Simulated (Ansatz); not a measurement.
## Short convergence ladders for ScCd (Pm-3m, 2 atoms in the cell)

```xyz
2
Lattice="3.5439 0.0000 0.0000 0.0000 3.5439 0.0000 0.0000 0.0000 3.5439" Properties=species:S:1:pos:R:3 pbc="T T T"
Sc     1.7719     1.7719     1.7719
Cd     0.0000     0.0000     0.0000
```

Base method: LDA (PW92), default PAW files made with PBE (plane waves; Ansatz, a program for electronic structure).

Base settings: basis.ecutwfc = 420 eV; kpoints.mp_grid.grid = 9 9 9; hamiltonian.xc = lda; hamiltonian.pseudopotentials = {kind: paw} (the program's default PAW files); scf.occupations.method = gaussian; scf.occupations.width = 0.1 eV.

Core times come from one kind of shared machine, to one figure; runs under 30 s give none.

**Zone-centre phonons against the mesh**

In this ladder: phonons.method = dfpt.

Frequencies are those of the unrelaxed cell, without the LO-TO term of polar crystals.

Only quantities that move along the ladder and can be compared are tabulated.

| kpoints.mp_grid.grid | highest zone-centre frequency (cm⁻¹) | core time / last (rough) |
|---|---|---|
| 3 3 3 | 157.4 | – |
| 4 4 4 | 146.0 | – |
| 5 5 5 | 145.2 | – |
| 6 6 6 | 149.3 | – |
| 7 7 7 | 153.5 | – |
| 11 11 11 | 150.9 | – |
| 14 14 14 | 151.0 | 0.4 |
| 17 17 17 | 150.9 | 0.7 |
| 21 21 21 | 151.0 | 1 |

Coarsest kpoints.mp_grid.grid that holds the highest zone-centre frequency within 1 cm⁻¹ of the last step, with all finer ones: 11 11 11; the step before is off by 2.5 cm⁻¹.

**The q mesh of the phonons**

In this ladder: kpoints.mp_grid.grid = 12 12 12; phonons.method = dfpt.

Only quantities that move along the ladder and can be compared are tabulated.

Thermal sums run over frequencies interpolated from this q mesh.

| phonons.qmesh | zero-point energy (meV/atom) | vibrational free energy at 300 K (meV/atom) | core time / last (rough) |
|---|---|---|---|
| 1 1 1 | 19.03 | -58.39 | 0.02 |
| 2 2 2 | 20.88 | -56.65 | 0.1 |
| 3 3 3 | 21.18 | -54.33 | 0.3 |
| 4 4 4 | 21.05 | -55.30 | 1 |

Coarsest phonons.qmesh that holds the zero-point energy within 1 meV/atom of the last step, with all finer ones: 2 2 2, at about 0.1 of the last step's time; the step before is off by 2.0 meV/atom.

Coarsest phonons.qmesh that holds the vibrational free energy at 300 K within 2 meV/atom of the last step, with all finer ones: 2 2 2, at about 0.1 of the last step's time; the step before is off by 3.1 meV/atom.

On the base run: the starting cell comes from a database of computed structures (which also holds hypothetical and non-ambient phases and stackings), without a prior relaxation at this level. Its lattice was rescaled by up to half a per cent. In the base run, with a pressure of about -6 GPa the cell is away from its equilibrium volume at this level.

Keys are those of Ansatz 0.2.
